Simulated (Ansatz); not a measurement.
Consider this model of amorphous Ti20O41Zn.

```
Ti20ZnO41
1.0
    9.28568    -0.10525    -0.08593
   -0.10525     8.71971    -0.14113
   -0.08593    -0.14113     9.40815
Ti O Zn
20 41 1
Cartesian
  1.22222   8.56656   7.61660
  4.56691   3.40671   5.78016
  0.83415   5.64238   8.89067
  9.10266   8.07076   1.04097
  9.21033   2.58162  -0.08439
  2.43370   2.69279   3.68810
  5.58838   3.22822   8.72772
  5.99360   4.43667   2.58583
  7.54039   1.55813   6.78636
  4.78628   1.09111   3.04615
  7.46464   5.04433   5.58186
  0.83013   3.90633   5.81436
  6.88673   8.05659   3.84539
  0.42810   7.28303   4.46635
  2.37908   5.74714   2.06208
  8.29010   1.91804   3.25106
  5.44324   6.96287   1.21491
  6.99355   7.13622   8.12420
  2.93834   1.46298   0.34043
  3.68563   5.98147   7.71683
  8.25360   3.37127   6.02427
  5.10235   6.75750   8.70617
  4.70155   2.17867   0.14127
  8.91717   1.54503   1.47652
  5.79817   4.50343   4.83195
  5.08247   8.37294   4.15929
  7.64345   3.57872   3.04471
  4.24736   4.14058   7.58114
  4.97890   3.02863   2.69325
  3.99103   1.91359   4.66815
  1.99790   4.12215   2.61749
  7.30369   2.48716   8.63743
  1.16917   4.40451   7.47117
  2.05186   6.93719   3.61673
  0.74363   2.38252   4.31464
  4.49766   8.42243   1.49546
  6.58446   6.53006   2.73275
  8.83262   8.23068   2.99302
  2.83204   0.74600   7.91474
  7.74691   1.00759   5.00718
  5.95390   4.67106   0.72982
  2.94162   1.42726   2.38954
  7.21044   7.73326   0.57608
  1.84587   2.78506   0.15118
  7.02589   5.44224   7.24828
  0.90445   8.35793   5.73586
  9.11325   4.37388   0.11622
  5.74633   2.38032   6.73114
  4.12039   6.36907   6.10451
  1.43767   0.14743   0.40332
  2.68885   5.60086   0.23383
  6.88505  -0.10106   7.35532
  0.17916   5.40997   5.02611
  4.25172   5.85673   2.48514
  1.99854   6.83619   7.68461
  7.70731   6.93723   5.07185
  2.69955   3.87342   5.27589
  6.67436   0.97083   2.78944
  8.93124   7.08264   8.38387
  0.66247   6.57867   1.42495
 -0.00892   1.41158   7.77507
  3.87884   6.85334   4.31628
```

Methods: PBE, scalar-relativistic without spin-orbit coupling (Ansatz, a program for electronic structure); r2SCAN, scalar-relativistic without spin-orbit coupling (Ansatz); HSE06, scalar-relativistic without spin-orbit coupling (Ansatz). Neutral PBE cell, which sets geometry, pressure and energy: sampling: a 2×2×2 Γ-centred mesh; Fermi-Dirac width 0.02 eV; no spin polarisation. Exact exchange is cut at the faces of this 9 Å cell, which leaves hybrid gaps a finite-size error.

Preparation: random packing, a CHGNet melt and quench, and a DFT relaxation. O atoms were pushed apart under 1.9 Å during the dynamics, to hinder bonds among them. The hot cell started wider than the set density and was brought back towards it in steps. It is the lowest in DFT energy of 2 quenches. It is a model cell: composition and starting density were chosen by hand, and all elements were melted together. No dispersion term was used. Its density started from a set value of 3.66 and ended at 3.66 g/cm³. The simulated quench (nominally 300 K/ps over its main leg) is rapid and tends to freeze in more defects than a deposited or slowly cooled glass has. A cell of this size samples the disorder only roughly. The volume was held where the preparation left it and the shape relaxed.

### Question
Give the pressure, the energy against reference phases and the spacing of the highest filled and lowest empty levels.

### Answer

```yaml
Pressure on a 2×2×2 Γ-centred mesh: 1.63 GPa
Largest force and stress component on that mesh (the relaxation ran on the zone centre alone): 0.11 eV/Å and 1.8 GPa
Energy relative to anatase TiO2 + wurtzite ZnO (lowest mix at this level among the phases computed, not always the ambient ones): 0.117 eV/atom
Level gap on a 2×2×2 Γ-centred mesh (PBE): 2.62 eV
Level gap at the zone centre (PBE): 2.72 eV
Level gap at the zone centre (r2SCAN): 3.07 eV
Level gap at the zone centre (HSE06): 4.29 eV
Distance between the nearest levels spread over more than a fifth of the atoms or a third of the atoms of their main element (six at least) (PBE, zone centre): 2.91 eV
```

### Question
At PBE and the zone centre, how localised are the states just below and above the Fermi level (participation number: the atoms over which a state spreads)?

### Answer
The highest filled state is spread over 10.4 atoms' worth, largest on O55, with weights by element (charge in smoothed Voronoi cells) O 0.93, Ti 0.06, Zn 0.02. The lowest empty state is spread over 11.4 atoms' worth, largest on Ti4, with weights by element (charge in smoothed Voronoi cells) Ti 0.80, O 0.20, Zn 0.00.

At PBE the levels at the filled edge of the gap are localised (band-tail or defect states).

Cut-offs for bonds: Ti-Ti 3.12 Å, Ti-O 2.54 Å, Ti-Zn 2.90 Å, O-O 1.58 Å, O-Zn 2.26 Å, Zn-Zn 2.68 Å. Two cations that share two anions don't count as bonded, nor two that share one unless they lie closer than Ti-Ti 3.04 Å, Ti-Zn 2.82 Å, Zn-Zn 2.61 Å.

Added carriers, by PBE, scalar-relativistic without spin-orbit coupling (Ansatz) on the zone centre alone. Charged cells keep the cell fixed and stand in a uniform background, with no image correction, at a width of 0.01 eV; where the count is odd the moment is locked at 1 μB, unless the neutral cell bore moments. Each starts from the undistorted neutral geometry alone. PBE's self-interaction favours spread-out carriers, so it can miss traps that a hybrid finds.

### Question
What happens at PBE when the cell takes an extra electron and the atoms relax?

### Answer
Relaxation lowers the charged cell by 0.11 eV. The largest moves are O51 0.09 Å, Ti3 0.07 Å, Ti17 0.06 Å, O49 0.05 Å. The level that holds the added charge spreads over 8.7 atoms' worth, most on Ti4 (weight 0.27): a partly localised carrier. No bond crosses its cut-off with a change of over 0.15 Å (metal-metal contacts aside). Made neutral again at that geometry, the cell lies +0.18 eV from the neutral start.

### Question
What happens at PBE when the cell takes a hole and the atoms relax?

### Answer
Relaxation lowers the charged cell by 0.18 eV. The largest moves are O55 0.17 Å, O46 0.14 Å, Ti1 0.12 Å, O39 0.11 Å. The level that was emptied spreads over 5.0 atoms' worth, most on O55 (weight 0.39): a localised (trapped) carrier, which neighbours of that atom can share. No bond crosses its cut-off with a change of over 0.15 Å (metal-metal contacts aside). Made neutral again at that geometry, the cell lies +0.48 eV from the neutral start.
